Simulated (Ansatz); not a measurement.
Take LiF in the rock salt structure (space group Fm-3m, No. 225) as the base.

```cif
data_F4Li4
_chemical_formula_sum 'Li4 F4'
_space_group_name_H-M_alt 'Fm-3m'
_space_group_IT_number 225
_space_group_name_Hall '-F 4 2 3'
_cell_length_a 4.06818
_cell_length_b 4.06818
_cell_length_c 4.06818
_cell_angle_alpha 90.000
_cell_angle_beta 90.000
_cell_angle_gamma 90.000
loop_
_atom_site_label
_atom_site_type_symbol
_atom_site_symmetry_multiplicity
_atom_site_Wyckoff_symbol
_atom_site_fract_x
_atom_site_fract_y
_atom_site_fract_z
_atom_site_occupancy
Li1 Li 4 a 0.00000 0.00000 0.00000 1
F1 F 4 b 0.50000 0.50000 0.50000 1
```
(The calculation used a cell of 2 atoms; values per cell refer to that cell.)

The other end (x = 1) is NaF in the rock salt structure (space group Fm-3m, No. 225): 12.99 Å³/atom, gap 6.09 eV.

Level of theory: Kohn–Sham DFT with the PBE functional, run in Ansatz (a first-principles code) with PAW and 420 eV plane waves, no SOC.

Na replaces a fraction x of Li; each row is one arrangement (x, atoms in the cell, starting space group or random), fully relaxed.

One change was made to it. Results:

```tsv
quantity	base	after
mixing energy	–	+37 meV/atom
shortest interatomic distance	2.034 Å	1.965 Å
```

Problem. What was done to the base?
A) x(Na) = 0.25, 8 atoms, C2/m
B) x(Na) = 0.75, 8 atoms, Pm-3m
C) x(Na) = 0.25, 8 atoms, I4/mmm

Solution. A, x(Na) = 0.25, 8 atoms, C2/m. For comparison, the mixing energy in the other runs: x(Na) = 0.25, 8 atoms, I4/mmm gives +52 meV/atom; x(Na) = 0.75, 8 atoms, Pm-3m gives +50 meV/atom.

Each cell is one ordered arrangement of few atoms, which overstates ordering effects compared with a random alloy. Stability against distortions was not tested.
